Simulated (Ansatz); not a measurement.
AlC2N (model structure, started from the BC2N type, R3m, No. 160, 4 atoms in the cell): equilibrium lattice constant a by level of theory

No measured value is used here.

| level (code) | value (Å) |
|---|---|
| LDA (Ansatz) | 2.905 |
| PBE (Ansatz) | … |
| PBEsol (Ansatz) | 2.938 |
| r²SCAN (Ansatz) | 2.964 |

Problem. What belongs in the gaps?

Solution. 
- PBE (Ansatz, a first-principles code), value (Å): 2.978

Cutoffs differ between the levels. Ansatz's density-functional and Hartree–Fock values are scalar-relativistic unless marked +SOC, with PAW data made under PBE.

A model structure was made by putting elements into a prototype or built by hand; it is no filed structure, need not be a known phase, and can be a saddle point held by its symmetry.
